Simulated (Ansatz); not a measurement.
**Competing hops of Sn-vacancy pair in bcc W, neutral cell**

Defect: Sn-vacancy pair (Sn on one host W site, one W site vacant) in bcc W, neutral cell. Level of theory: PBE, PAW (plane waves to 420 eV; Ansatz, a quantum-chemistry and plane-wave program).

36-site cell at the relaxed PBE lattice, a 2×2×3 k-point mesh shifted by half a step, smearing 0.10 eV, spin-restricted, no finite-size correction. Energies are static. Spin-orbit coupling is left out. Forms of the defect that were not tried may lie lower.

Barriers: single points on a 3×3×5 k-point mesh shifted by half a step at the bands' geometries.

```csv
Route,Start site over the lowest site run (eV),Hop (Å),Forward barrier (eV),Backward barrier (eV),Neighbours at the start,Neighbours at the saddle,Saddle order,"Forward, on the band's own sampling (eV)"
direct exchange of Sn with the vacancy (Sn-vacancy distance between ideal sites 2.76 Å throughout),0.00,2.10,0.42,0.42,"3 W at 2.76, 3 W at 2.91, 2 W at 3.01, W at 3.02, W at 3.06, 3 W at 3.37 Å","4 W at 2.73, 2 W at 2.74, 6 W at 3.44 Å","not checked, on a symmetry element",0.45
```

Paths come from climbing-image nudged elastic band runs.  A band can be held on a symmetry element, so unchecked saddle points there may be too high.

The whole set of runs took about 1.4 core-hours (a rough figure).
